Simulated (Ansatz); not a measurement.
AlTi is modelled in the tetragonal space group P4/mmm (No. 123), Pearson symbol tP2. Cell: a = 2.795 Å, b = 2.795 Å, c = 4.041 Å, α = 90.00°, β = 90.00°, γ = 90.00°. Al on 1d is coordinated by 4 Al at 2.795 Å and 8 Ti at 2.826 Å (cuboctahedral). Ti on 1a sees 4 Ti at 2.795 Å and 8 Al at 2.826 Å (cuboctahedral). (Neighbours: up to the widest gap in distance over summed covalent radii, below 1.35, at either atom.)

By how much do the lattice constants and the volume change from 300 K to 525 K (quasi-harmonic approximation, DFT at the PBEsol level (Ansatz, a first-principles code)), and how far does the bulk modulus soften?

a by 0.31 %, c by 0.09 %, the volume by 0.71 %; B_T goes from 116 to 112 GPa. Whether this phase is the stable one at each condition was not tested.

The PAW data sets were generated under PBE and serve the other functionals too.
